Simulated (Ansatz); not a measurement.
The parent structure is HgI2 in the 2H-MoS2 type structure (space group P6_3/mmc, No. 194; a = 4.071 Å, c = 13.561 Å; a hypothetical phase, not in the database extracts checked; layered, stacked along the Cartesian z axis).

All numbers come from Kohn–Sham DFT with the PBEsol-D3(BJ) functional, run in Ansatz (a quantum-chemistry and plane-wave program) with PAW and 420 eV plane waves, spin-orbit coupling left out.

Base values:

```
Quantity               Value
-------------------  -------
Lattice parameter a  4.071 Å
c/a ratio              3.331
```

Now apply this change: cell and atoms relaxed at a pressure of 15 GPa.

Q: What does the calculation give for the lattice parameter a after the change?

A: The lattice parameter a shrinks by 0.3744 Å, from 4.071 Å to 3.696 Å.

Q: Predict the new c/a ratio.

A: The c/a ratio goes up by 0.0864 to 3.418.

Load acts through the strain it causes; cell and atoms are relaxed under it. No phonon test of stability was made. No other phases were tried under pressure. The final runs are not spin-polarised.
